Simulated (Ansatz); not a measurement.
Worked example: self-consistent single point of K (Im-3m, 1 atom in the cell) in Ansatz (an electronic-structure program).

Computed with PBE (plane waves, PAW; Ansatz).

```xyz
1
Lattice="-2.7588 2.7588 2.7588 2.7588 -2.7588 2.7588 2.7588 2.7588 -2.7588" Properties=species:S:1:pos:R:3 pbc="T T T"
K      0.0000     0.0000     0.0000
```

Reference input (self-consistent single point, DFT, PBE, plane waves, default PAW files): basis.ecutwfc = 420 eV; kpoints.mp_grid.grid = 11 11 11; hamiltonian.xc = pbe; hamiltonian.pseudopotentials = {kind: paw} (the program's default PAW files); scf.occupations.method = gaussian; scf.occupations.width = 0.1 eV. This run's input differs from it in these lines:

Ansatz 0.2 input:
```diff
@@ -10,3 +10,3 @@
 kpoints:
-  mp_grid: { grid: [11, 11, 11] }
+  mp_grid: { grid: [6, 6, 6] }
 hamiltonian:
```

Output, abridged:

```
SCF iter   1: F=—  HF=-1537.758391 eV  |F-HF|=—  |Δ(HF+E_count)|=         —  Δρ=3.81e-4  dr2=7.25e-5  ethr=1.77e-3  ⟨swp⟩=5.2  Hψ=1039  notcnv=0
all-band conjugate gradients solve this SCF's bands
preconditioner: auto → none
SCF iter   2: F=—  HF=-1537.758272 eV  |F-HF|=—  |Δ(HF+E_count)|=   1.18e-4  Δρ=2.35e-4  dr2=4.32e-5  ethr=8.06e-7  ⟨swp⟩=2.0  Hψ=344  notcnv=0
SCF iter   3: F=—  HF=-1537.758391 eV  |F-HF|=—  |Δ(HF+E_count)|=   1.19e-4  Δρ=1.60e-4  dr2=1.68e-5  ethr=4.80e-7  ⟨swp⟩=2.0  Hψ=211  notcnv=0
SCF iter   4: F=—  HF=-1537.758390 eV  |F-HF|=—  |Δ(HF+E_count)|=   1.26e-6  Δρ=7.91e-5  dr2=4.76e-6  ethr=1.87e-7  ⟨swp⟩=2.0  Hψ=205  notcnv=0
SCF iter   5: F=—  HF=-1537.758388 eV  |F-HF|=—  |Δ(HF+E_count)|=   2.14e-6  Δρ=2.03e-5  dr2=3.01e-7  ethr=5.29e-8  ⟨swp⟩=2.0  Hψ=205  notcnv=0
SCF iter   6: F=-1537.758388 eV  HF=-1537.758388 eV  |F-HF|=2.75e-8  |Δ(HF+E_count)|=   1.31e-7  Δρ=6.53e-6  dr2=3.15e-8  ethr=1.11e-9  ⟨swp⟩=5.8  Hψ=749  notcnv=0
SCF 1 converged in 6 iterations: F = -1537.758388 eV  dr2 = 3.15e-8
Free energy (F): -1537.758388 eV
Internal energy: -1537.745999 eV  (E = F + TS)
E sigma→0 (E₀):  -1537.752193 eV
Entropy (-TS):   -0.012389 eV (-12.389 meV/atom)
Fermi energy:    1.276810 eV
--- Forces (eV/Å), atoms counted from 1 ---
  atom   1  K     -0.00000000     0.00000000     0.00000000
--- Stress (GPa, compression-positive) ---
       -0.341064      -0.000000      -0.000000
        0.000000      -0.341064       0.000000
        0.000000       0.000000      -0.341064
  P = ⅓ Tr σ = -0.3411 GPa (-3.411 kbar)
  The stress holds the Pulay correction. Without it, at fixed plane waves, as pw.x and ABINIT print it: P = -0.3413 GPa
```

The run converged in 6 iterations. Against the reference run the free energy rises by 15.7 meV/atom and the pressure hardly changes (-0.37 to -0.34 GPa).

The starting cell comes from a database of computed structures (which also holds hypothetical and non-ambient phases and stackings), without a prior relaxation at this level. Its lattice was rescaled by a random factor within 2.5 % of one. Ansatz's pressure includes its estimate of the finite-basis (Pulay) stress.
